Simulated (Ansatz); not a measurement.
Worked calculations on one periodic cell of amorphous Zr₂₀O₄₂Ti: Zr20O42Ti, 63 atoms, volume 814.7 Å³, made by a melt-quench on the CHGNet potential and relaxed with DFT. O atoms were pushed apart under 1.9 Å during the dynamics, to hinder bonds among them. It is a model cell: composition and starting density were chosen by hand, and all elements were melted together. Cycles of charging were run to anneal it. The numbers are results of PBE, scalar-relativistic without spin-orbit coupling (plane waves to 420 eV, PAW; Ansatz, a first-principles code), not measurements. Sampling: a 2×2×2 Γ-centred mesh; Fermi-Dirac width 0.02 eV; no spin polarisation. Its volume was relaxed, its shape was held as a cube, and it stands at a mean pressure of 0.9 GPa with stress components up to 2.0 GPa; the relaxation ran on the zone centre alone. Its density went from a set 5.21 to 5.19 g/cm³. The cell is small and was quenched far faster than a real film, so it is one sample of the glass.

Problem. Count formal charges (Zr +4, O -2, Ti +4). What does the count lead one to expect at the Fermi level, and what does the calculation give?

Solution. 20 × (+4) + 42 × (-2) + 1 × (+4) = 0. The charges balance, so the anion-derived valence states can be full and a gap can open. On this mesh the highest filled and lowest empty level lie 3.37 eV apart, the PBE gap of this cell, with a localised state at one edge or both.

Four energies for an added electron at PBE on the zone centre alone (charged cells in a uniform background, spin-polarised): neutral at the neutral geometry -110109.770 eV; charged at the neutral geometry -110097.362 eV; charged and relaxed -110097.596 eV; neutral at the charged geometry -110109.221 eV.

Problem. Find the two relaxation energies and their sum, the reorganisation energy.

Solution. On charging: -110097.362 − (-110097.596) = 0.234 eV. On discharging: -110109.221 − (-110109.770) = 0.549 eV. The sum is 0.783 eV. The carrier's level spreads over 12 of the 63 atoms' worth, so it counts as partly localised, most on one Zr atom with neighbours O 2.08 Å, O 2.08 Å, O 2.11 Å, O 2.19 Å, O 2.23 Å, O 2.27 Å, O 2.29 Å (neutral geometry). The values are uncorrected: the image energy of a point charge in this cell, 2.84 × 14.40 / (2 × 9.3) = 2.2 eV before screening, is screened by electrons alone at the fixed geometry and by ions too after relaxing, and the carrier can be spread before it relaxes, so each term can be off by up to that value times 1/ε∞, some tenths of an eV. PBE's self-interaction favours spread-out carriers, so a hybrid can localise more.

Four energies for a hole at PBE on the zone centre alone (charged cells in a uniform background, spin-polarised): neutral at the neutral geometry -110109.770 eV; charged at the neutral geometry -110118.560 eV; charged and relaxed -110118.885 eV; neutral at the charged geometry -110108.798 eV.

Problem. Find the two relaxation energies and their sum, the reorganisation energy.

Solution. On charging: -110118.560 − (-110118.885) = 0.325 eV. On discharging: -110108.798 − (-110109.770) = 0.972 eV. The sum is 1.297 eV. The carrier's level spreads over 3 of the 63 atoms' worth, so it counts as localised, most on one O atom with neighbours Zr 2.15 Å, Zr 2.23 Å, Zr 2.23 Å, Zr 2.48 Å (neutral geometry). The values are uncorrected: the image energy of a point charge in this cell, 2.84 × 14.40 / (2 × 9.3) = 2.2 eV before screening, is screened by electrons alone at the fixed geometry and by ions too after relaxing, and the carrier can be spread before it relaxes, so each term can be off by up to that value times 1/ε∞, some tenths of an eV. PBE's self-interaction favours spread-out carriers, so a hybrid can localise more.
